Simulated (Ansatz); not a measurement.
RbGeBr3 (P2₁/m, No. 11, 10 atoms in the cell; start mp-1120721) was calculated with G0W0@PBEsol in Ansatz (plane waves, hard PAW, contour deformation, complete-basis limit).

Numerical settings: largest k mesh 6×4×4 (not extrapolated in the mesh).

Cell (relaxed with PBEsol):

```
RbBr3Ge
1.0
    5.98507     0.00000    -0.09333
    0.00000     7.60774     0.00000
   -2.27925     0.00000     7.57653
Rb Ge Br
2 2 6
Direct
  0.31174   0.75000   0.68142
  0.68826   0.25000   0.31858
  0.03378   0.75000   0.07927
  0.96622   0.25000   0.92073
  0.63834   0.75000   0.11791
  0.36166   0.25000   0.88209
  0.82199   0.50152   0.70379
  0.17801   0.49848   0.29621
  0.17801   0.00152   0.29621
  0.82199   0.99848   0.70379
```

Problem. Predict the band gap.

Solution. 
- band gap = 4.77 eV

Note: filled d or f shells below the valence bands can shift G0W0 gaps through exchange with them, which wasn't tested here; the gap holds a correction of +0.35 eV to the complete basis.

Spin–orbit coupling is not included.

The computed numbers hold no vibrational or temperature effects.

A start named mp-… is a Materials Project structure, which need not be a measured phase.

Ansatz is a program for electronic structure.
